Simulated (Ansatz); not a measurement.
Start from B (space group I4_132, No. 214; a = 4.633 Å; a hypothetical phase, not in the database extracts checked). Axes: x, y, z lie along the cube axes.

Now apply this change: tensile biaxial strain of 1.56 % in the plane normal to [110], as in epitaxy on a mismatched substrate; the out-of-plane cell vector and the atoms relax.

Levels (all Ansatz, a first-principles code, PAW): PBEsol (420 eV, scalar-relativistic without spin-orbit coupling); r2SCAN (500 eV, scalar-relativistic without spin-orbit coupling); HSE06 (420 eV, scalar-relativistic without spin-orbit coupling).

At the geometry relaxed with PBEsol, these levels gave the following band gaps, in shuffled order: (a) 2.33 eV, (b) 1.31 eV, (c) 1.67 eV.

Problem. Match each gap to its level.

Solution. (a) HSE06; (b) PBEsol; (c) r2SCAN.

Single points use the geometry relaxed with PBEsol. HSE06 gaps are upper bounds (no full band path). No phonon test of stability was made.
